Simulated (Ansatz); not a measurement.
Start from Ag in the fcc (Cu type) structure (space group Fm-3m, No. 225; a = 4.001 Å; relaxed with 0.1 eV smearing).

All numbers come from LDA (Ansatz, a quantum-chemistry and plane-wave program; PAW; 420 eV plane waves; without spin-orbit coupling).

Base values:

- Pressure = 0.0 GPa

Now apply this change: the cell is scaled by 1.0200 in all directions; the atoms relax in the strained cell.

Predict the new energy relative to the base and pressure.

The energy increases by 23 meV/atom; the pressure goes from zero to -7.0 GPa.

Whether these cells are dynamically stable was not tested.
